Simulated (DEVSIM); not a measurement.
Structure: Si p-n junction from an implanted or diffused profile, at 300 K.

| layer (left to right) | material | thickness (μm) | Nd (cm⁻³) | τn (s) | τp (s) |
|---|---|---|---|---|---|
| 1 | Si | 11.0 | 2.2e15 | 0.00066 | 0.00066 |

Added acceptor profile: 6.1e18 cm⁻³ × exp(−(x − 0 μm)²/(2·(0.21 μm)²)). Left contact: ohmic. Right contact: ohmic. Voltage is applied to the left contact. Recombination: SRH at mid-gap, Auger. Mobility is constant in doping. Where it depends on doping, it is μmin + (μ − μmin)/(1 + (N/Nref)^α).

The device is made up for the run: typed textbook-type constants, with dimensions and the other settings drawn at random. Values at 300 K. The table also holds parameters that only a changed run uses.

```csv
parameter,Si
gap (eV),1.124
affinity (eV),4.05
permittivity,11.7
Nc (cm⁻³),2.86e19
Nv (cm⁻³),3.1e19
μn (cm²/Vs),1417
μp (cm²/Vs),470
"μn,min",52
"μp,min",45
"Nref,n",9.7e16
"Nref,p",2.2e17
αn,0.68
αp,0.72
Cn (cm⁶/s),2.8e-31
Cp (cm⁶/s),9.9e-32
```

Simulated with DEVSIM: 1D drift-diffusion, Boltzmann statistics, complete ionisation; no tunnelling, impact ionisation, image-force lowering or self-heating.

Base results: dark forward voltage at 1 A/cm² (V) 0.596; dark forward voltage at 100 A/cm² (V) 0.764; potential step across the device at zero bias (V) 0.837.

Problem. What follows from this one change: doping Nd of layer 1 2.2e+15 → 2.2e+14 cm^-3?

Solution. dark forward voltage at 1 A/cm² 0.596 → 0.551 V; dark forward voltage at 100 A/cm² little changed (0.767 V); potential step across the device at zero bias 0.837 → 0.778 V.

Problem. What follows from this one change: peak of the profile 6.1e+18 → 1.2e+19 cm^-3?

Solution. dark forward voltage at 1 A/cm² little changed (0.597 V); dark forward voltage at 100 A/cm² little changed (0.766 V); potential step across the device at zero bias 0.837 → 0.855 V.

Problem. What follows from this one change: doping-dependent mobility in place of the constant one?

Solution. dark forward voltage at 1 A/cm² little changed (0.598 V); dark forward voltage at 100 A/cm² 0.764 → 0.770 V; potential step across the device at zero bias little changed (0.837 V).
